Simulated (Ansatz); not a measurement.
Ansatz (a quantum-chemistry and plane-wave program) run on CaC₂ (I4mm, 3 atoms in the cell): self-consistent single point.

Level of theory: PBEsol, default PAW files made with PBE (plane waves; Ansatz).

The change in words: lattice scaled by 0.98; kpoints.mp_grid.grid: 9 9 9 → 5 5 5. Reference geometry:
```
CELL_PARAMETERS angstrom
     -1.94397     1.94397     3.21812
      1.94397    -1.94397     3.21812
      1.94397     1.94397    -3.21812
ATOMIC_POSITIONS crystal
  Ca 0.00777 0.00777 0.00000
  C  0.59789 0.59789 0.00000
  C  0.40211 0.40211 0.00000
```

Reference input (self-consistent single point, DFT, PBEsol, plane waves, default PAW files made with PBE): basis.ecutwfc = 420 eV; kpoints.mp_grid.grid = 9 9 9; hamiltonian.xc = pbesol; hamiltonian.pseudopotentials = {kind: paw} (the program's default PAW files); scf.occupations.method = fermi_dirac; scf.occupations.width = 0.05 eV. This run's input differs from it in these lines:

Ansatz 0.2 input:
```diff
@@ -2,9 +2,9 @@
   lattice:
-    - [-1.943971, 1.943971, 3.218121]
-    - [1.943971, -1.943971, 3.218121]
-    - [1.943971, 1.943971, -3.218121]
+    - [-1.905092, 1.905092, 3.153759]
+    - [1.905092, -1.905092, 3.153759]
+    - [1.905092, 1.905092, -3.153759]
   atoms:
-    - { symbol: Ca, position_ang: [0.000000, -0.000000, 0.050003] }
-    - { symbol: C, position_ang: [0.000000, -0.000000, 3.848165] }
-    - { symbol: C, position_ang: [-0.000000, 0.000000, 2.588077] }
+    - { symbol: Ca, position_ang: [0.000000, -0.000000, 0.049003] }
+    - { symbol: C, position_ang: [0.000000, -0.000000, 3.771202] }
+    - { symbol: C, position_ang: [0.000000, -0.000000, 2.536316] }
 basis:
@@ -12,3 +12,3 @@
 kpoints:
-  mp_grid: { grid: [9, 9, 9] }
+  mp_grid: { grid: [5, 5, 5] }
 hamiltonian:
```

Log, with long lists cut:

```
SCF iter   1: F=—  HF=-2286.865081 eV  |F-HF|=—  |Δ(HF+E_count)|=         —  Δρ=6.12e-3  dr2=2.08e-2  ethr=1.77e-3  ⟨swp⟩=6.0  Hψ=1489  notcnv=0
all-band conjugate gradients solve this SCF's bands
preconditioner: auto → none
SCF iter   2: F=—  HF=-2286.858458 eV  |F-HF|=—  |Δ(HF+E_count)|=   6.62e-3  Δρ=1.59e-3  dr2=7.40e-4  ethr=1.16e-4  ⟨swp⟩=2.1  Hψ=510  notcnv=0
SCF iter   3: F=—  HF=-2286.858693 eV  |F-HF|=—  |Δ(HF+E_count)|=   2.35e-4  Δρ=7.34e-4  dr2=1.83e-4  ethr=4.11e-6  ⟨swp⟩=2.8  Hψ=389  notcnv=0
SCF iter   4: F=—  HF=-2286.858800 eV  |F-HF|=—  |Δ(HF+E_count)|=   1.07e-4  Δρ=4.15e-4  dr2=8.97e-5  ethr=1.02e-6  ⟨swp⟩=2.0  Hψ=324  notcnv=0
SCF iter   5: F=—  HF=-2286.858800 eV  |F-HF|=—  |Δ(HF+E_count)|=   1.82e-7  Δρ=1.14e-4  dr2=3.28e-6  ethr=4.98e-7  ⟨swp⟩=2.0  Hψ=321  notcnv=0
SCF iter   6: F=—  HF=-2286.858803 eV  |F-HF|=—  |Δ(HF+E_count)|=   2.56e-6  Δρ=1.82e-5  dr2=1.31e-7  ethr=1.82e-8  ⟨swp⟩=2.0  Hψ=313  notcnv=0
SCF iter   7: F=-2286.858803 eV  HF=-2286.858803 eV  |F-HF|=1.42e-9  |Δ(HF+E_count)|=   6.27e-8  Δρ=3.48e-6  dr2=1.97e-9  ethr=5.56e-10  ⟨swp⟩=5.7  Hψ=1110  notcnv=0
SCF 1 converged in 7 iterations: F = -2286.858803 eV  dr2 = 1.97e-9
Free energy (F): -2286.858803 eV
Internal energy: -2286.858802 eV  (E = F + TS)
E sigma→0 (E₀):  -2286.858803 eV
Entropy (-TS):   -0.000000 eV (-0.000 meV/atom)
Fermi energy:    5.876847 eV
--- Forces (eV/Å), atoms counted from 1 ---
  atom   1  Ca     0.00000000    -0.00000000    -0.27734780
  atom   2  C      0.00000000    -0.00000000     2.10505723
  atom   3  C     -0.00000000     0.00000000    -1.82771845
--- Stress (GPa, compression-positive) ---
        0.284499       0.000000      -0.000000
        0.000000       0.284499       0.000000
       -0.000000       0.000000       9.320063
  P = ⅓ Tr σ = 3.2964 GPa (32.964 kbar)
  The stress holds the Pulay correction. Without it, at fixed plane waves, as pw.x and ABINIT print it: P = 3.0740 GPa
```

The run converged in 7 iterations. Against the reference run the free energy goes up by 1.2 meV/atom, the pressure goes from -2.64 to 3.30 GPa, the largest force goes from 0.254 to 2.105 eV/Å and the gap on the mesh goes from 1.294 to 1.271 eV.

The starting cell comes from a database of computed structures (which also holds hypothetical and non-ambient phases and stackings), without a prior relaxation at this level. Its lattice was rescaled by up to half a per cent. One atom was moved a little off its site on purpose. For this run, on top of that: lattice scaled by 0.98. With a pressure of about 3 GPa the cell is away from its equilibrium volume at this level. Forces in this geometry exceed 1 eV/Å. Ansatz's pressure includes its estimate of the finite-basis (Pulay) stress. Another mesh or the band path of this cell gives a smaller gap, so this value is not converged in the mesh.
